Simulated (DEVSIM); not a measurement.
System: Si p-i-n diode, at 300 K.

Layer 1 from the left is Si, thickness (μm) 0.660, Na (cm⁻³) 5.7e16, τn (s) 7.8e-6, τp (s) 7.8e-6. Layer 2 from the left is Si, thickness (μm) 4.60, Nd (cm⁻³) 1.7e11, τn (s) 7.8e-6, τp (s) 7.8e-6. Layer 3 from the left is Si, thickness (μm) 2.60, Nd (cm⁻³) 3.6e17, τn (s) 7.8e-6, τp (s) 7.8e-6.

Left contact: ohmic. Right contact: ohmic. Voltage is applied to the left contact. Recombination: SRH at mid-gap. Gap narrowing is on: ΔEg = 6.92 meV × (l + √(l² + 0.5)), l = ln(N/1.3e17 cm⁻³), shared equally by both band edges. Mobility is μmin + (μ − μmin)/(1 + (N/Nref)^α).

This is a model device: material constants are rounded textbook-type values typed into the input, and sizes, dopings and lifetimes were drawn at random. Values at 300 K.

Si: gap (eV) 1.124, affinity (eV) 4.05, permittivity 11.7, Nc (cm⁻³) 2.86e19, Nv (cm⁻³) 3.1e19, μn (cm²/Vs) 1417, μp (cm²/Vs) 470, μn,min 52, μp,min 45, Nref,n 9.7e16, Nref,p 2.2e17, αn 0.68, αp 0.72.

Simulated with DEVSIM: 1D drift-diffusion, Boltzmann statistics, complete ionisation; no tunnelling, impact ionisation, image-force lowering or self-heating.

**Question.** What does the simulation give for the potential step across the device at zero bias, the dark forward voltage at 100 A/cm², the dark forward voltage at 1 A/cm²?

**Answer.** potential step across the device at zero bias 0.839 V; dark forward voltage at 100 A/cm² 0.728 V; dark forward voltage at 1 A/cm² 0.592 V.
